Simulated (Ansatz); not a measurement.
Base system: BaTiO3 in the cubic perovskite structure (space group Pm-3m, No. 221; a = 3.994 Å). Axes: x, y, z lie along the cube axes.

Structures relaxed with Kohn–Sham DFT with the r2SCAN functional, run in Ansatz (an electronic-structure program) with PAW and 500 eV plane waves, no spin-orbit coupling, earlier PAW set.

Base:

Simulated powder pattern, Cu Kα, λ = 1.54184 Å (kinematic, ideal powder, no thermal factors, no anomalous dispersion; the 14 strongest lines at most, above 2 %, up to 2θ = 90°):

```
2θ (°)  I/Imax (%)    hkl
------  ----------  -----
22.26           19  (100)
31.68          100  (110)
39.06           25  (111)
45.41           35  (200)
51.13         10.0  (210)
56.43           38  (211)
66.17           20  (220)
70.76          5.4  (221)
75.22           16  (310)
79.60          8.3  (311)
83.91          6.8  (222)
88.19          2.7  (320)
```

Perturbation: biaxial strain −1.50 %, plane normal [001], relaxed out of plane (Cartesian); in-plane vectors clamped, the third vector and the atoms free.

Q: Where do the lines fall after the change?

A: 
Simulated powder pattern, Cu Kα, λ = 1.54184 Å (kinematic, ideal powder, no thermal factors, no anomalous dispersion; the 14 strongest lines at most, above 2 %, up to 2θ = 90°):

```json
[
 {"2θ (°)": "22.00", "d (Å)": "4.040", "I/Imax (%)": "9.8", "hkl": "(001)"},
 {"2θ (°)": "22.60", "d (Å)": "3.935", "I/Imax (%)": "18", "hkl": "(100)"},
 {"2θ (°)": "31.75", "d (Å)": "2.819", "I/Imax (%)": "100", "hkl": "(101)"},
 {"2θ (°)": "32.17", "d (Å)": "2.782", "I/Imax (%)": "48", "hkl": "(110)"},
 {"2θ (°)": "39.32", "d (Å)": "2.291", "I/Imax (%)": "37", "hkl": "(111)"},
 {"2θ (°)": "44.88", "d (Å)": "2.020", "I/Imax (%)": "18", "hkl": "(002)"},
 {"2θ (°)": "46.14", "d (Å)": "1.967", "I/Imax (%)": "33", "hkl": "(200)"},
 {"2θ (°)": "56.28", "d (Å)": "1.634", "I/Imax (%)": "19", "hkl": "(112)"},
 {"2θ (°)": "57.10", "d (Å)": "1.613", "I/Imax (%)": "37", "hkl": "(211)"},
 {"2θ (°)": "66.33", "d (Å)": "1.409", "I/Imax (%)": "20", "hkl": "(202)"},
 {"2θ (°)": "67.31", "d (Å)": "1.391", "I/Imax (%)": "9.6", "hkl": "(220)"},
 {"2θ (°)": "74.48", "d (Å)": "1.274", "I/Imax (%)": "8.4", "hkl": "(103)"},
 {"2θ (°)": "80.83", "d (Å)": "1.189", "I/Imax (%)": "8.0", "hkl": "(311)"},
 {"2θ (°)": "84.58", "d (Å)": "1.146", "I/Imax (%)": "10", "hkl": "(222)"}
]
```

The indices refer to the base's conventional cell; one index is shown for lines that coincide. The space group is now P4/mmm (No. 123).

Stability against distortions was not tested. The final runs are not spin-polarised. Many cubic perovskites are stable only at high temperature; tilts and polar distortions were not tested. This is not the structure that BaTiO3 has at room temperature and ambient pressure.
